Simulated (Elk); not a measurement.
Worked example: self-consistent single point of Al2Pt (Fm-3m, 3 atoms in the cell) in Elk.

Method: LDA (PW92), all-electron FP-LAPW, Elk's shipped species files, default APW+lo basis (Elk 10.2.4).

```xyz
3
Lattice="0.0000 2.9114 2.9114 2.9114 0.0000 2.9114 2.9114 2.9114 0.0000" Properties=species:S:1:pos:R:3 pbc="T T T"
Al     1.4557     1.4557     1.4557
Al     4.3671     4.3671     4.3671
Pt     0.0000     0.0000     0.0000
```

Reference input (self-consistent single point, DFT, PBE, all-electron FP-LAPW, Elk's shipped species files, default APW+lo basis): xctype = 20; stype = 0; swidth = 0.00367493 Ha; ngridk = 13 13 13; maxscl = 100. This run's input differs from it in these lines:…

```diff
@@ -2,5 +2,2 @@
   0
-
-xctype
-  20
```

Log, with long lists cut:

```
│ Self-consistent loop started │
│ Loop number : 1 │
 total energy                :     -18900.7641286
│ Loop number : 2 │
 total energy                :     -18901.7314766
RMS change in Kohn-Sham potential (target) :   0.2017155528     (  0.1000000000E-05)
Absolute change in total energy (target)   :   0.9673480043     (  0.1000000000E-03)
│ Loop number : 3 │
 total energy                :     -18910.6728710
RMS change in Kohn-Sham potential (target) :   0.1193845264     (  0.1000000000E-05)
Absolute change in total energy (target)   :    9.183231441     (  0.1000000000E-03)
│ Loop number : 4 │
   [... lines left out ...]
Absolute change in total energy (target)   :   0.3907061182E-04 (  0.1000000000E-03)
│ Loop number : 13 │
 total energy                :     -18920.3782189
RMS change in Kohn-Sham potential (target) :   0.2969509639E-06 (  0.1000000000E-05)
Absolute change in total energy (target)   :   0.1217130957E-03 (  0.1000000000E-03)
│ Loop number : 14 │
 total energy                :     -18920.3781714
RMS change in Kohn-Sham potential (target) :   0.1539874129E-06 (  0.1000000000E-05)
Absolute change in total energy (target)   :   0.7787542927E-04 (  0.1000000000E-03)
Convergence targets achieved

│ Loop number : 15 │

Energies :
 Fermi                       :     0.287701416390
 total energy                :     -18920.3781749

Density of states at Fermi energy :    26.48671736
 (states/Hartree/unit cell)

Estimated indirect band gap :   0.1398718520E-02
 from k-point     34 to k-point     28
Estimated direct band gap   :   0.3404860459E-02
 at k-point     32

Charges :
 core                        :    56.00000000
 valence                     :    48.00000000
 interstitial                :    4.433397791
 muffin-tins (core leakage)
  species :    1 (Al)
   atom    1                 :    11.06764789     (  0.9672367573E-03)
   atom    2                 :    11.06764789     (  0.9672367573E-03)
  species :    2 (Pt)
   atom    1                 :    77.43130643     (  0.3770372122E-03)
 total in muffin-tins        :    99.56660221
 total calculated charge     :    103.9789682
 total charge                :    104.0000000
 error                       :   0.2103181064E-01

│ Self-consistent loop stopped │
```

The run converged in 15 iterations. The count includes the last loop, which Elk runs after its targets are met. 

The starting cell comes from a database of computed structures (which also holds hypothetical and non-ambient phases and stackings), without a prior relaxation at this level. Its lattice was rescaled by a random factor within 2.5 % of one. Spin-orbit coupling is off. Spin polarisation is off. Values depend on the basis (sphere radii, cutoffs, local orbitals), which need not be converged. The log's line on a gap gives a spacing of levels on this mesh, which the program prints for metals too.

Cost on one core of a shared machine: roughly 60 s.
